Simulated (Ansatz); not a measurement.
Base system: Bi2Se3 in the Bi2Te3 type structure (space group R-3m, No. 166; a = 4.1448 Å, c = 29.2682 Å (hexagonal axes)). Axes: x lies along a and z along c of the hexagonal cell.

The values are results of Ansatz (an electronic-structure program) r2SCAN+rVV10, spin-orbit coupling left out, earlier PAW set, not measurements.

The change: the cell is compressed by 1.00 % along z with no lateral relaxation, atoms relaxed at fixed cell.

Problem. Predict the stress tensor and what it implies for the stiffness.

Solution. Stress of the strained cell less that of the base (GPa, compression positive):
```
   0.22    0.00    0.00
   0.00    0.22    0.00
   0.00    0.00    0.39
```

Then −Δσ_ii/ε with ε = -0.0100 gives relaxed-ion elastic constants: C33 ≈ 39 GPa.

Stability against distortions was not tested.
